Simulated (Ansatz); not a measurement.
The reference is Mg2Sn (space group Fm-3m, No. 225; a = 6.816 Å).

Computed with PBE/PAW in Ansatz (a program for electronic structure), spin-orbit coupling left out.

Before the change:

Lattice parameter a: 6.816 Å

The change: cell and atoms relaxed at a pressure of 4.5 GPa.

### Question
What happens to the lattice parameter a?

### Answer
The lattice parameter a drops by 0.204 Å (6.816 Å → 6.612 Å).

Load acts through the strain it causes; cell and atoms are relaxed under it. Stability against distortions was not tested.
